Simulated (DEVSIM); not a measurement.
System: Schottky contact on n-type Si, at 250 K.

```
layer (left to right)  material  thickness (μm)  Nd (cm⁻³)  τn (s)  τp (s)
---------------------  --------  --------------  ---------  ------  ------
1                            Si            14.0     6.7e16  1.4e-7  1.4e-7
2                            Si            16.0     1.8e18  1.4e-7  1.4e-7
```

Left contact: Schottky, work function 4.75 eV, emission velocity 2.2e6 cm/s. Right contact: ohmic. Voltage is applied to the left contact. Recombination: SRH at mid-gap. Gap narrowing is on: ΔEg = 6.92 meV × (l + √(l² + 0.5)), l = ln(N/1.3e17 cm⁻³), shared equally by both band edges. Mobility is constant in doping. Where it depends on doping, it is μmin + (μ − μmin)/(1 + (N/Nref)^α).

Constants are typed, rounded textbook-type inputs, not results; the design itself was drawn at random and stands for no fabricated device. Values at 300 K; Nc and Nv go as T^1.5, mobilities as T to minus their exponent, the gap by Varshni's rule with the affinity fixed. The table also holds parameters that only a changed run uses.

| parameter | Si |
|---|---|
| gap (eV) | 1.124 |
| affinity (eV) | 4.05 |
| permittivity | 11.7 |
| Nc (cm⁻³) | 2.86e19 |
| Nv (cm⁻³) | 3.1e19 |
| μn (cm²/Vs) | 1417 |
| μp (cm²/Vs) | 470 |
| μn,min | 52 |
| μp,min | 45 |
| Nref,n | 9.7e16 |
| Nref,p | 2.2e17 |
| αn | 0.68 |
| αp | 0.72 |
| T exponent of μn | 2.3 |
| T exponent of μp | 2.2 |
| Cn (cm⁶/s) | 2.8e-31 |
| Cp (cm⁶/s) | 9.9e-32 |
| Varshni α (eV/K) | 0.000473 |
| Varshni β (K) | 636 |

DEVSIM, 1D drift-diffusion, Boltzmann statistics, complete ionisation; no tunnelling, impact ionisation, image-force lowering or self-heating. Metal contacts follow the ideal Schottky-Mott rule: no Fermi-level pinning, no interface dipoles.

Base results: potential step across the device at zero bias (V) 0.628; dark forward voltage at 100 A/cm² (V) 0.466; dark forward voltage at 1 A/cm² (V) 0.358.

Question: What follows from this one change: metal work function 4.75 → 4.6 eV?

Answer: potential step across the device at zero bias 0.628 → 0.478 V; dark forward voltage at 100 A/cm² 0.466 → 0.316 V; dark forward voltage at 1 A/cm² 0.358 → 0.208 V.

Question: What follows from this one change: temperature 250 → 400 K?

Answer: potential step across the device at zero bias 0.628 → 0.571 V; dark forward voltage at 100 A/cm² 0.466 → 0.309 V; dark forward voltage at 1 A/cm² 0.358 → 0.131 V.

Question: What follows from this one change: doping-dependent mobility in place of the constant one?

Answer: potential step across the device at zero bias little changed (0.628 V); dark forward voltage at 100 A/cm² 0.466 → 0.473 V; dark forward voltage at 1 A/cm² little changed (0.358 V).
